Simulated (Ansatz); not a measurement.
Here is the system:

```
CELL_PARAMETERS angstrom
      2.56105     0.00000     0.00000
      1.28053     2.21794     0.00000
      0.00000     0.00000     4.36300
ATOMIC_POSITIONS crystal
  Ru 0.33333 0.33333 0.75000
  Ru 0.66667 0.66667 0.25000
```

No spin polarisation.

Method: Ansatz (an electronic-structure program), PBEsol, PAW, cutoff 420 eV, no spin-orbit coupling. k-mesh 20×20×11 (Γ-centred); smearing 0.05 eV (Fermi–Dirac).

Task: What space group does the calculation give?

Result: P6_3/mmc (No. 194).

Task: Predict the pressure (mean of the normal stresses, compression positive).

Result: 31.4 GPa.

The cells carry an imposed strain or load. No phonon test of stability was made. All final runs are without spin polarisation. The cell was made from Ru in the hcp (Mg type) structure (space group P6_3/mmc, No. 194) by this change: biaxial strain −4.86 %, plane normal [001], relaxed out of plane.
